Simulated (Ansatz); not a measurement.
**By hand: formation energy of Ga2O3 (corundum, R-3c) from the elements**

We look at the formation energy of Ga2O3 (corundum, R-3c) from the elements. Reaction: 2 Ga (Cmce) + 3/2 O2 (gas) → Ga2O3 (corundum). A negative value means that the right-hand side lies lower. The value is per atom of the solid.

Ga2O3 (corundum, R-3c), 10 atoms in the cell. Conventional cell: a = b = 5.058 Å, c = 13.624 Å, α = β = 90.00°, γ = 120.00°.

Setting: static, neutral cells in Ansatz (PAW) whose structures rest at the PBE level. Ansatz (a program for electronic structure) runs with its PAW set soft_1. Other levels take these structures. The lattices are those relaxed with PBE, so at other levels the solids can be strained, which adds to the spread. A dispersion term (D3(BJ), or D4 for r2SCAN) was computed beside these levels and is taken off wherever the name lacks it. Space groups of crystals are read within 0.01 Å.

Total energies of the cells in eV, at zero smearing width. They compare only within one column; the weights balance every element.

```tsv
cell	atoms	weight	PBE	RPBE
Ga2O3 (corundum)	10	+1	-18539.86166	-18572.24090
Ga (Cmce)	4	−1	-15132.10261	-15154.40928
O2 (gas)	2	−3	-1129.95062	-1133.90065
```

PBE: (-18539.86166) − (-15132.10261) − 3 × (-1129.95062) = -17.907 eV; dividing by 10 atoms gives -1.79 eV/atom.

RPBE: (-18572.24090) − (-15154.40928) − 3 × (-1133.90065) = -16.130 eV; dividing by 10 atoms gives -1.61 eV/atom.

What follows from the PBE value: A formula unit of Ga2O3 has 5 atoms, so it forms with -1.7907 × 5 = -8.954 eV, or -863.9 kJ/mol at 96.485 kJ/mol per eV.
